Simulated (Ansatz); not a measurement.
## Ti under a change: uniaxial strain ε_xx = −3.00 %

Base system: Ti in the hcp (Mg type) structure (space group P6_3/mmc, No. 194; a = 2.902 Å, c = 4.593 Å; relaxed with 0.1 eV smearing). Axes: x lies along a and z along c of the hexagonal cell.

It is then changed as follows: uniaxial strain ε_xx = −3.00 %, all other strain components held at zero, atoms relaxed at fixed cell.

The values are results of PBEsol (Ansatz, an electronic-structure program, PAW, no spin-orbit coupling), not measurements. Γ-centred 23×23×13 mesh, Fermi–Dirac width 0.1 eV.

Volume per atom: 16.24 Å³ (base 16.74 Å³)
Space group: Cmcm (No. 63) (base P6_3/mmc (No. 194))
Shortest interatomic distance: 2.799 Å (base 2.843 Å)
Energy relative to the base (free energy F): +8.4 meV/atom
Band gap: zero (base zero)
Largest internal atomic displacement: 0.038 Å
Stress (xx, yy, zz, yz, xz, xy; compression positive): (5.5, 3.2, 2.5, 0.0, 0.0, 0.0) GPa

Final structure:

```
CELL_PARAMETERS angstrom
      2.81459     0.00000     0.00000
     -1.40729     2.51289     0.00000
      0.00000     0.00000     4.59296
ATOMIC_POSITIONS crystal
  Ti 0.65916 0.31833 0.75000
  Ti 0.34084 0.68167 0.25000
```

Stability against distortions was not tested. All final runs are without spin polarisation.
